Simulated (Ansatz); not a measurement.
**SiC: pressure series**

The reference is SiC (space group P6_3mc, No. 186; a = 3.0941 Å, c = 10.1292 Å).

Cell and atoms are relaxed at each pressure.

Calculations: Kohn–Sham DFT with the PBE functional, run in Ansatz (a quantum-chemistry and plane-wave program) with PAW and 420 eV plane waves, no spin-orbit coupling, earlier PAW set.

```json
[
 {"change": "base", "band gap": "2.22 eV", "volume per atom": "10.50 Å³"},
 {"change": "pressure −2 GPa", "band gap": "2.22 eV", "volume per atom": "[?]"},
 {"change": "pressure −1 GPa", "band gap": "2.22 eV", "volume per atom": "10.55 Å³"},
 {"change": "pressure 0.9 GPa", "band gap": "2.23 eV", "volume per atom": "[?]"},
 {"change": "pressure 2.1 GPa", "band gap": "2.23 eV", "volume per atom": "10.40 Å³"},
 {"change": "pressure 4.5 GPa", "band gap": "2.23 eV", "volume per atom": "10.29 Å³"},
 {"change": "pressure 9 GPa", "band gap": "2.23 eV", "volume per atom": "10.10 Å³"},
 {"change": "pressure 15 GPa", "band gap": "2.24 eV", "volume per atom": "9.86 Å³"},
 {"change": "pressure 22.5 GPa", "band gap": "2.24 eV", "volume per atom": "[?]"},
 {"change": "pressure 30 GPa", "band gap": "2.24 eV", "volume per atom": "[?]"}
]
```

Problem. Fill in the withheld entries from the trend.

Solution. 
- pressure −2 GPa, volume per atom: 10.60 Å³
- pressure 0.9 GPa, volume per atom: 10.45 Å³
- pressure 22.5 GPa, volume per atom: 9.61 Å³
- pressure 30 GPa, volume per atom: 9.38 Å³

Load acts through the strain it causes; cell and atoms are relaxed under it. Whether these cells are dynamically stable was not tested. Competing high-pressure phases were not computed.
